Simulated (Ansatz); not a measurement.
**Response to strain in HfS2**

Take HfS2 in the CdI2 type structure (space group P-3m1, No. 164; a = 3.547 Å, c = 5.577 Å; layered, stacked along the Cartesian z axis) as the base. Axes: x lies along a and z along c of the hexagonal cell.

Strains are applied to the cell and any free atomic positions relax.

Calculations: Ansatz (a program for electronic structure), PBEsol-D3(BJ), PAW, cutoff 420 eV, spin-orbit coupling left out.

Notes on the quantities. pressure: mean of the normal stresses, compression positive; energy relative to the base: free energy F.

| case | pressure | energy relative to the base | volume per atom |
|---|---|---|---|
| base | 0.1 kbar | 0 meV/atom | 20.26 Å³ |
| uniaxial strain ε_xx = −3.00 % | 20.8 kbar | +9.3 meV/atom | 19.65 Å³ |
| uniaxial strain ε_xx = −2.00 % | 13.5 kbar | +4.1 meV/atom | 19.85 Å³ |
| uniaxial strain ε_xx = −1.50 % | 10.0 kbar | +2.3 meV/atom | 19.96 Å³ |
| uniaxial strain ε_xx = −1.00 % | 6.6 kbar | +1.0 meV/atom | 20.06 Å³ |
| uniaxial strain ε_xx = −0.50 % | 3.2 kbar | +0.2 meV/atom | 20.16 Å³ |
| uniaxial strain ε_xx = +1.00 % | -6.1 kbar | +1.0 meV/atom | 20.46 Å³ |
| uniaxial strain ε_xx = +2.00 % | -12.3 kbar | +3.7 meV/atom | 20.66 Å³ |
| uniaxial strain ε_xx = +2.50 % | … | … | 20.77 Å³ |
| uniaxial strain ε_xx = +3.00 % | -17.9 kbar | +8.3 meV/atom | 20.87 Å³ |

Q: Fill in the withheld entries from the trend.

A: 
- uniaxial strain ε_xx = +2.50 %, pressure: -15.1 kbar
- uniaxial strain ε_xx = +2.50 %, energy relative to the base: +5.8 meV/atom

No phonon test of stability was made.
